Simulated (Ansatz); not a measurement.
## Effect of Ru → W on Ru

The parent structure is Ru in the hcp (Mg type) structure (space group P6_3/mmc, No. 194; a = 2.705 Å, c = 4.260 Å).

The change: W takes the place of Ru on all its sites, then cell and atoms are relaxed.

Calculations: r2SCAN/PAW in Ansatz (a program for electronic structure), no spin-orbit coupling. k-mesh 19×19×10 (Γ-centred); smearing 0.05 eV (Fermi–Dirac), for the changed cell.

```
quantity                                     base             changed     shift
-----------------------------  ------------------  ------------------  --------
volume per atom                          13.49 Å³            16.30 Å³  +2.81 Å³
lattice parameter a                       2.705 Å             2.756 Å  +0.051 Å
c/a ratio                                   1.575               1.799    +0.224
space group                    P6_3/mmc (No. 194)  P6_3/mmc (No. 194)         –
shortest interatomic distance             2.641 Å             2.756 Å  +0.115 Å
band gap                                     zero                zero         –
```

No phonon test of stability was made. For W in this form, whether it has been made was not checked. All final runs are without spin polarisation. This is not the structure that W has at room temperature and ambient pressure.
